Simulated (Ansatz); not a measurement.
**Convergence study of the k-point mesh for Pb (P-3m1, 2 atoms in the cell)**

```xyz
2
Lattice="3.4542 0.0000 0.0000 -1.7271 2.9915 0.0000 0.0000 0.0000 5.9674" Properties=species:S:1:pos:R:3 pbc="T T T"
Pb     0.0000     1.9943     1.5419
Pb     1.7271     0.9972     4.4756
```

Method of the run: PBEsol, default PAW files made with PBE (plane waves; Ansatz, a program for electronic structure).

Base settings: basis.ecutwfc = 420 eV; kpoints.mp_grid.grid = 11 11 6; hamiltonian.xc = pbesol; hamiltonian.pseudopotentials = {kind: paw} (the program's default PAW files); scf.occupations.method = gaussian; scf.occupations.width = 0.1 eV.

The second cell is the first with its lattice scaled by 0.98.

Only quantities that move along the ladder and can be compared are tabulated.

The count of work is k-points × plane waves × bands × iterations; it is no time. Core times come from one kind of shared machine, to one figure; runs under 30 s give none.

The starting cell comes from a database of computed structures (which also holds hypothetical and non-ambient phases and stackings), without a prior relaxation at this level. Its lattice was rescaled by up to half a per cent. One atom was moved a little off its site on purpose. Ansatz's pressure includes its estimate of the finite-basis (Pulay) stress.

Steps (kpoints.mp_grid.grid): 2 2 1; 3 3 2; 4 4 2; 5 5 3; 6 6 3; 7 7 4; 8 8 4; 9 9 5; 10 10 6; 11 11 6; 12 12 6; 13 13 7; 14 14 7; 16 16 8; 17 17 9; 19 19 10; 21 21 11; 24 24 12; 26 26 13; 29 29 15; 32 32 16; 36 36 18.

Q: What is the coarsest kpoints.mp_grid.grid that holds the energy of the compressed cell less the first within 1 meV/atom of the last step, with all finer ones?

A: 17 17 9, at 0.12 of the last step's count of work; the step before is off by 1.9 meV/atom.

Q: What is the coarsest kpoints.mp_grid.grid that holds the pressure within 0.5 GPa of the last step, with all finer ones?

A: 6 6 3, at 0.0068 of the last step's count of work; the step before is off by 0.85 GPa.

Q: What is the coarsest kpoints.mp_grid.grid that holds the forces within 0.02 eV/Å of the last step, with all finer ones?

A: 10 10 6, at 0.034 of the last step's count of work; the step before is off by 0.035 eV/Å.

```csv
kpoints.mp_grid.grid,free energy less the last step's (meV/atom),energy of the compressed cell less the first (meV/atom),pressure (GPa),largest difference of a force vector from the last step's (eV/Å),count of work / last,core time / last (rough)
2 2 1,-800.34,-4.13,-2.01,0.028,0.00094,–
3 3 2,-34.46,-6.94,-1.98,0.001,0.0028,–
4 4 2,221.88,-8.13,-1.52,0.356,0.0037,–
5 5 3,-5.51,11.68,-0.37,0.010,0.0048,–
6 6 3,-6.86,1.73,-1.28,0.014,0.0068,–
7 7 4,16.18,3.26,-1.11,0.081,0.013,–
8 8 4,25.92,-0.66,-1.31,0.072,0.016,–
9 9 5,-1.94,-1.01,-1.48,0.035,0.023,–
10 10 6,7.64,0.24,-1.30,0.001,0.034,–
11 11 6,-0.57,-0.34,-1.42,0.014,0.039,–
12 12 6,1.33,0.91,-1.30,0.004,0.047,–
13 13 7,-1.75,1.91,-1.20,0.009,0.059,–
14 14 7,-1.72,3.88,-1.02,0.009,0.058,–
16 16 8,1.40,-0.36,-1.39,0.005,0.100,–
17 17 9,0.23,2.16,-1.17,0.003,0.12,–
19 19 10,-1.56,1.27,-1.25,0.002,0.17,–
21 21 11,1.29,1.74,-1.21,0.003,0.22,–
24 24 12,-1.18,1.50,-1.24,0.001,0.31,–
26 26 13,0.77,1.38,-1.23,0.000,0.39,0.4
29 29 15,0.71,1.36,-1.23,0.003,0.55,0.5
32 32 16,-0.35,1.51,-1.22,0.001,0.71,0.7
36 36 18,0.00,1.58,-1.22,0.000,1.0,1
```

The energy difference between the two cells stays within 1 meV/atom of the last step's from 17 17 9 on, the total only from 26 26 13 on: much of the error is common to both cells and cancels.

Keys are those of Ansatz 0.2.
